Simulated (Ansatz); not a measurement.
# A computed series for MgS: pressure series

The parent structure is MgS in the rock salt structure (space group Fm-3m, No. 225; a = 5.2297 Å).

Cell and atoms are relaxed at each pressure.

Computed with PBE in Ansatz (plane waves to 420 eV, PAW, scalar-relativistic without spin-orbit coupling).

```
P (GPa)  V (Å³/atom)
-------  -----------
-2.00         18.399
-1.00         18.129
3.01          17.218
7.01          16.497
15.00         15.396
30.00         13.979
50.00         12.731
75.00         11.662
100.01        10.884
```

### Question
Fit a third-order Birch–Murnaghan equation of state.

### Answer
Least squares on P(V) = (3B₀/2)[(V₀/V)^(7/3) − (V₀/V)^(5/3)]·[1 + (3/4)(B₀′ − 4)((V₀/V)^(2/3) − 1)] gives V₀ = 17.88 Å³/atom, B₀ = 75 GPa and B₀′ = 4.0.

Measured bulk modulus of MgS: 81 GPa (static lattice; corrected from measurement; as listed in Tamar Goldzak et al., The Journal of Chemical Physics (2022)); the computed value is 8 % below it.

Between the base and pressure 7 GPa the gap moves from 2.76 eV to 2.93 eV, a mean slope of 24 meV/GPa.

Load acts through the strain it causes; cell and atoms are relaxed under it. Stability against distortions was not tested. Competing high-pressure phases were not computed.

Ansatz is an electronic-structure program.
